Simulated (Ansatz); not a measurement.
Data:

```xyz
2
Lattice="0.0000 2.6189 2.6189 2.6189 0.0000 2.6189 2.6189 2.6189 0.0000" Properties=species:S:1:pos:R:3 pbc="T T T"
Sr     0.0000     0.0000     0.0000
O      2.6189     2.6189     2.6189
```

All values below come from PBE, rigid bands (plane waves, PAW, scalar-relativistic; Ansatz, a quantum-chemistry and plane-wave program). Condition of this run: hydrostatic pressure of -5.4 GPa (compression positive) (the target of the relaxation). Geometry: cell and atoms relaxed with PBEsol, then loaded as said.

Question: What conductivity effective mass do dilute holes have at 300 K?

Answer: 1.47 mₑ.

Question: Predict the electron conductivity mass (n e² τ/σ) at 300 K, by direction if it differs.

Answer: 0.54 mₑ.

Question: And the band gap?

Answer: 3.33 eV at this level; semilocal functionals usually fall short of the measured gap.

Rigid bands, one relaxation time for all states, no polarons. Spin-orbit coupling is left out; where it splits the top of the valence band it changes the hole mass and lowers the gap by about a third of the splitting. Geometry: cell and atoms relaxed with PBEsol.
